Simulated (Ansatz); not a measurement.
Take ZrC in the rock salt structure (space group Fm-3m, No. 225; a = 4.7088 Å; relaxed with 0.1 eV smearing) as the base.

Calculations: Kohn–Sham DFT with the PBE functional, run in Ansatz (an electronic-structure program) with PAW and 420 eV plane waves, scalar-relativistic without spin-orbit coupling.

Strains are applied to the cell and any free atomic positions relax.

One change was made to it. Results:

```tsv
quantity	base	after
energy relative to the base (free energy F)	0 meV/atom	+18 meV/atom
pressure	0.0 GPa	-9.1 GPa
band gap	zero	zero
```

### Question
Name the change that was made.
A) isotropic strain −3.00 %
B) isotropic strain −1.50 %
C) isotropic strain +0.50 %
D) isotropic strain +1.50 %
E) isotropic strain +1.00 %

### Answer
D, isotropic strain +1.50 %. For comparison, the energy relative to the base in the other runs: isotropic strain +1.00 % gives +7.9 meV/atom; isotropic strain −3.00 % gives +80 meV/atom; isotropic strain −1.50 % gives +19 meV/atom; isotropic strain +0.50 % gives +2.0 meV/atom.

No phonon test of stability was made. The final runs are not spin-polarised.
